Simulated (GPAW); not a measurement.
```
Zr3Au
1.0
    5.54605     0.00000     0.00000
    0.00000     5.54605     0.00000
    0.00000     0.00000     5.54605
Zr Au
6 2
Direct
  0.50000   0.25000   0.00000
  0.50000   0.75000   0.00000
  0.25000   0.00000   0.50000
  0.75000   0.00000   0.50000
  0.00000   0.50000   0.25000
  0.00000   0.50000   0.75000
  0.50000   0.50000   0.50000
  0.00000   0.00000   0.00000
```

Level of theory: PBEsol, GPAW PAW datasets PBEsol (made by gpaw-setup) (plane waves; GPAW).

The set-up and first iterations of a GPAW log for Zr₃Au (Pm-3n, 8 atoms in the cell):

```
Input parameters:
  convergence: {density: 1e-05,
                energy: 1e-05}
  kpts: [7 7 7]
  maxiter: 100
  mode: {ecut: 600,
         name: pw}
  nbands: -14
  occupations: {name: fermi-dirac,
                width: 0.1}
  symmetry: {symmorphic: False,
             tolerance: 0.0005}
  xc: PBEsol

species:
  Zr:
    name: Zirconium
    Z: 40.0
    valence: 12
    core: 28
    charge: 0.0
    file: Zr.PBEsol.gz

    # Using partial waves for Zr as LCAO basis

  Au:
    name: Gold
    Z: 79.0
    valence: 11
    core: 68
    charge: 0.0
    file: Au.PBEsol.gz

    # Using partial waves for Au as LCAO basis

Reference energy: -1619938.416728  # eV

Spin-paired calculation

Convergence criteria:
 Maximum [total energy] change in last 3 cyles: 1e-05 eV / valence electron
 Maximum integral of absolute [dens]ity change: 1e-05 electrons / valence electron
 Maximum integral of absolute [eigenst]ate change: 4e-08 eV^2 / valence electron
   [... lines left out ...]
  External potential:
    NoExternalPotential

XC parameters: PBEsol with 2 nearest neighbor stencil

Number of atoms: 8
Number of atomic orbitals: 96
Number of bands in calculation: 61
Number of valence electrons: 94
Bands to converge: occupied

Density initialized from atomic densities
  61 bands from LCAO basis set

Atomic positions and initial magnetic moments

Positions:
   0 Zr     2.773023    1.386511    0.000000    ( 0.0000,  0.0000,  0.0000)
   1 Zr     2.773023    4.159534    0.000000    ( 0.0000,  0.0000,  0.0000)
   2 Zr     1.386511    0.000000    2.773023    ( 0.0000,  0.0000,  0.0000)
   3 Zr     4.159534    0.000000    2.773023    ( 0.0000,  0.0000,  0.0000)
   4 Zr     0.000000    2.773023    1.386511    ( 0.0000,  0.0000,  0.0000)
   5 Zr     0.000000    2.773023    4.159534    ( 0.0000,  0.0000,  0.0000)
   6 Au     2.773023    2.773023    2.773023    ( 0.0000,  0.0000,  0.0000)
   7 Au     0.000000    0.000000    0.000000    ( 0.0000,  0.0000,  0.0000)

Unit cell:
           periodic     x           y           z      points  spacing
  1. axis:    yes    5.546045    0.000000    0.000000    32     0.1733
  2. axis:    yes    0.000000    5.546045    0.000000    32     0.1733
  3. axis:    yes    0.000000    0.000000    5.546045    32     0.1733

  Lengths:   5.546045   5.546045   5.546045
  Angles:   90.000000  90.000000  90.000000

Effective grid spacing dv^(1/3) = 0.1733
     iter     time        total  log10-change:
                         energy   eigst   dens
iter:   1 --:--:--   -66.283667
iter:   2 --:--:--   -62.624431   -0.30  -1.17
iter:   3 --:--:--   -59.436651   -0.50  -1.24
iter:   4 --:--:--   -59.603203   -0.57  -1.38
iter:   5 --:--:--   -59.203551   -1.32  -1.63
```

Problem. Will this run converge, and how will it end?

Solution. The run converged in 27 iterations. Its thresholds were met; that alone does not show that basis and mesh suffice. It ends on: free energy E − TS (from the program's reference atoms) -58.5968 eV; Fermi level (on the code's own zero) 9.37 eV; pressure -6.25 GPa. The log goes on:

```
   [... 3 lines left out ...]
iter:   9 --:--:--   -58.470424   -2.22  -2.51
iter:  10 --:--:--   -58.472131   -2.50  -2.69
iter:  11 --:--:--   -58.453899   -3.08  -2.60
   [... lines left out ...]
iter:  13 --:--:--   -58.453691c  -4.54  -3.27
iter:  14 --:--:--   -58.454310c  -4.36  -3.60
iter:  15 --:--:--   -58.453757c  -5.08  -3.37
iter:  16 --:--:--   -58.453717c  -5.97  -3.68
iter:  17 --:--:--   -58.453878c  -4.89  -3.72
iter:  18 --:--:--   -58.453772c  -5.95  -3.78
iter:  19 --:--:--   -58.453702c  -6.14  -4.08
iter:  20 --:--:--   -58.453705c  -7.20  -4.27
iter:  21 --:--:--   -58.453714c  -7.58c -4.38
iter:  22 --:--:--   -58.453703c  -7.38  -4.49
iter:  23 --:--:--   -58.453702c  -8.24c -4.61
iter:  24 --:--:--   -58.453698c  -8.50c -4.72
iter:  25 --:--:--   -58.453696c  -8.31c -4.80
iter:  26 --:--:--   -58.453701c  -7.44c -4.94
iter:  27 --:--:--   -58.453701c  -8.61c -5.74c
Converged after 27 iterations.

Dipole moment: (-0.000000, -0.000000, -0.000000) |e|*Ang

Energy contributions relative to reference atoms: (reference = -1619938.416728)

Kinetic:        -55.991321
Potential:      +43.258366
External:        +0.000000
XC:             -48.242215
Entropy (-ST):   -0.286206
Local:           +2.664573
SIC:             +0.000000
--------------------------
Free energy:    -58.596804
Extrapolated:   -58.453701

Showing only first 2 kpts
 Kpt  Band  Eigenvalues  Occupancy
  0    45      8.74127    1.99628
  0    46      8.74127    1.99628
  0    47      8.74127    1.99628
  0    48      8.87281    1.98620

  1    45      8.69957    1.99755
  1    46      8.74796    1.99602
  1    47      8.74796    1.99602
  1    48      8.97488    1.96218

Fermi level: 9.36977

No gap
No difference between direct/indirect transitions
Energy (eV): -58.453701

Forces in eV/Ang:
  0 Zr    0.00000    0.00000    0.00000
  1 Zr    0.00000    0.00000    0.00000
  2 Zr    0.00000    0.00000    0.00000
  3 Zr   -0.00000    0.00000    0.00000
  4 Zr    0.00000    0.00000    0.00000
  5 Zr    0.00000    0.00000   -0.00000
  6 Au    0.00000    0.00000    0.00000
  7 Au    0.00000    0.00000    0.00000

Stress tensor:
     0.038992     0.000000     0.000000
     0.000000     0.038992     0.000000
     0.000000     0.000000     0.038992
Stress (GPa, Voigt): [6.2472 6.2472 6.2472 0.     0.     0.    ]
```

For comparison: a first run was changed to give this one (kpts: 5 5 5 → 7 7 7), and from it to this one the free energy goes up by 2.7 meV/atom and the pressure goes from -6.37 to -6.25 GPa.

The starting cell comes from a database of computed structures (which also holds hypothetical and non-ambient phases and stackings), without a prior relaxation at this level. Its lattice was rescaled by a random factor within 2.5 % of one. Spin-orbit coupling is off. With a pressure of about -6 GPa the cell is away from its equilibrium volume at this level.

The run was DFT PBEsol, plane waves, GPAW PAW datasets PBEsol (made by gpaw-setup). Main settings of its input:

```
setting                          value
-------------------  -----------------
mode                                pw
ecut                            600 eV
xc                              PBEsol
kpts                             7 7 7
mesh shift (steps)               0 0 0
occupations.name           fermi-dirac
occupations.width               0.1 eV
nbands                             -14
convergence.density   1e-05 e/electron
convergence.energy   1e-05 eV/electron
symmetry.symmorphic              false
symmetry.tolerance              0.0005
```
